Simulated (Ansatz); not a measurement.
AlN (model structure, started from the BeO type, P4₂/mnm, No. 136, 8 atoms in the cell) was calculated with r²SCAN+rVV10 (PAW; Ansatz, a program for electronic structure).

Numerical settings: plane-wave cutoff 560 eV, 6×6×12 k mesh (along the axes of the cell as run), Fermi–Dirac smearing 0.01 eV, scalar-relativistic PAW data made under PBE.

Computed at the level's own relaxed cell.

```
AlN
1.0
    5.27697     0.00000     0.00000
    0.00000     5.27697     0.00000
    0.00000     0.00000     3.09824
Al N
4 4
Direct
  0.32313   0.67687   0.00000
  0.67687   0.32313   0.00000
  0.82313   0.82313   0.50000
  0.17687   0.17687   0.50000
  0.31504   0.31504   0.00000
  0.68496   0.68496   0.00000
  0.18496   0.81504   0.50000
  0.81504   0.18496   0.50000
```

### Question
List the 22 lowest band energies at Γ above −25 eV (eV, relative to the valence band maximum), grouping those that round alike.

### Answer
At Γ: -15.96, -13.95 (×2), -13.67, -6.11, -5.02, -3.82 (×2), -2.82, -2.13, -0.88 (×2), -0.53, -0.12 (×2), -0.01, 4.46, 6.79, 7.15, 7.90 (×2), 9.90.

Note: the relaxation could raise the start's symmetry but not lower it, so the cell can be a saddle point.

A model structure was made by putting elements into a prototype or built by hand; it is no filed structure, need not be a known phase, and can be a saddle point held by its symmetry.
